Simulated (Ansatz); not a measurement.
# Electron-phonon data for TaAs2 (C2/m)

Data:

```
CELL_PARAMETERS angstrom
      4.66647    -1.68465     0.00943
      4.66647     1.68465     0.00943
     -3.84664     0.00000     6.72338
ATOMIC_POSITIONS crystal
  Ta 0.84300 0.84300 0.80471
  Ta 0.15700 0.15700 0.19529
  As 0.14026 0.14026 0.52737
  As 0.85974 0.85974 0.47263
  As 0.59450 0.59450 0.89139
  As 0.40550 0.40550 0.10861
```

These are PBEsol, DFPT electron-phonon coupling, linearised Boltzmann equation (plane waves, PAW, scalar-relativistic; Ansatz, a first-principles code) values and carry that method's errors. Cell: relaxed with this functional, without spin-orbit coupling.

- resistivity at 300 K: 48 (x), 37 (y), 43 (z) μΩ·cm

A metal at this level (no band gap). Only scattering by harmonic phonons is included (no impurities, grain boundaries, electron-electron scattering or thermal expansion). Spin-orbit coupling is left out, which matters with elements this heavy. Few carriers conduct, so the values hang on small band overlaps. Halving the electron mesh (28x28x12) moves the resistivity by up to 14 % at 300 K. Smearing 0.20 eV; phonons on a 5x5x2 q mesh, which this run doesn't test.

Computed structure with no diffraction record at hand here (it may be known, metastable or hypothetical): TaAs2 (C2/m).
